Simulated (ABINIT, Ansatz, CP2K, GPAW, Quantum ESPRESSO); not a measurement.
## CuAgO₂ (Pmmm, 4 atoms in the cell) computed with different codes at matched settings

Self-consistent single point.

```xyz
4
Lattice="2.8336 0.0000 0.0000 0.0000 3.3743 0.0000 0.0000 0.0000 5.4371" Properties=species:S:1:pos:R:3 pbc="T T T"
Cu     1.4168     1.6872     2.7186
Ag     0.0000     0.0000     0.0000
O      0.0000     1.6872     1.4727
O      0.0000     1.6872     3.9645
```

All programs got the same cell, k-point mesh and kind of occupations (in Ansatz's words: kpoints.mp_grid.grid = 10 9 6; scf.occupations.method = fermi_dirac; scf.occupations.width = 0.1 eV); potentials, basis and cutoffs are each program's usual ones.

```csv
code,model,pressure (GPa),largest force (eV/Å),k-points,cutoff
GPAW,"PBEsol, GPAW PAW datasets PBEsol (made by gpaw-setup)",–,0.346,120,900 eV
CP2K,"PBEsol, GPW, DZVP-MOLOPT-SR-GTH basis, GTH-PBE potentials (GTH_POTENTIALS)",-1.32,0.221,272,grid 600 Ry
Ansatz,"PBEsol, PAW files made with PBE",-4.59,0.031,120,420 eV
Quantum ESPRESSO,"PBEsol, PSlibrary PAW (PBE) pseudopotentials",-4.51,0.031,120,55 Ry
ABINIT,"PBEsol, PAW (JTH v2.0 PBE PAW, files made for PBE)",-4.24,0.084,120,30 Ha
```

A dash marks a value that a program does not give, or that is left out as unsure.

No clean gap comes from GPAW, CP2K, Ansatz (a first-principles code), Quantum ESPRESSO and ABINIT: levels at the Fermi energy touch, overlap or are partly filled at this smearing.

The spread over the programs that give each value: pressure within 3.27 GPa; largest force within 0.315 eV/Å.

The starting cell comes from a database of computed structures (which also holds hypothetical and non-ambient phases and stackings), without a prior relaxation at this level. Its lattice was rescaled by a random factor within 2.5 % of one. On Ansatz's run: Spin polarisation is off, so a magnetic state, if there is one, cannot be reached. In the base run, with a pressure of about -4 GPa the cell is away from its equilibrium volume at this level. The run gives no clean gap (levels at the Fermi energy touch, overlap or are partly filled at this smearing), which alone does not show that the compound is a metal.

Question: Why do the programs differ, and what cannot be compared?

Answer: Differences of this kind can come from the potentials, where these differ, and from what each basis and cutoff leave unconverged. The valence holds different numbers of electrons (GPAW 40, CP2K 34, Ansatz 50, Quantum ESPRESSO 34, ABINIT 42). The zero of total energies and Fermi levels follows the potentials and each program's conventions, so they are not compared here. CP2K uses small atom-centred bases, whose incompleteness enters pressures, forces and empty levels differently from a plane-wave cutoff. Ansatz's pressure is given at a fixed set of plane waves, as the other plane-wave codes print theirs; with its correction for the finite basis it is -4.22 GPa (the shift of 0.36 GPa shows how far the cutoff is from converged). The pressure of GPAW is left out: its cutoff lies under the one at which its stress was checked. The programs reduce the same mesh by symmetry to different extents, which changes the work and not the result. In the pressure, CP2K (by 3.20) lies more than 1 GPa from the median of the plane-wave programs. In the force vectors, GPAW (by 0.288) and CP2K (by 0.163) lie more than 0.08 eV/Å from the median of the plane-wave programs.

Left out of this page: Elk (stopped by limits of time or memory); FLEUR (not drawn, or without a comparable value).

Keys are those of Ansatz 0.2.
